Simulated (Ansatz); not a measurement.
```xyz
12
Lattice="1.8280 -9.5207 0.0000 1.8280 9.5207 0.0000 0.0000 0.0000 5.9520" Properties=species:S:1:pos:R:3 pbc="T T T"
Zn     1.8280    -5.0572     2.7431
Zn     1.8280     7.1128     3.1119
Zn     1.8280     1.0958     3.0851
Zn     1.8280     5.0572     5.7192
Zn     1.8280    -1.0958     0.1091
Zn     1.8280    -7.1128     0.1359
O      1.8280    -5.1928     0.6670
S      1.8280     7.1735     0.7754
S      1.8280     1.1355     0.7810
O      1.8280     5.1928     3.6430
S      1.8280    -1.1355     3.7570
S      1.8280    -7.1735     3.7515
```

No spin polarisation.

Method: PBE (Ansatz, an electronic-structure program), spin-orbit coupling left out. k-mesh 9×9×6 (Γ-centred); smearing 0.05 eV (Fermi–Dirac).

### Question
What band gap does the calculation give?

### Answer
0.79 eV.

### Question
Predict the valence-band top at Γ (three highest levels, from the VBM).

### Answer
0.00, -0.35, -0.43 eV.

### Question
What gap character (in this cell's own zone, which can be folded) does the calculation give?

### Answer
Direct at Γ.

These are small ordered cells, not random alloys; other orderings at the same x differ. Whether these cells are dynamically stable was not tested. The cell was made from ZnO by this change: x(S) = 0.667, 12 atoms, Cmc2_1.
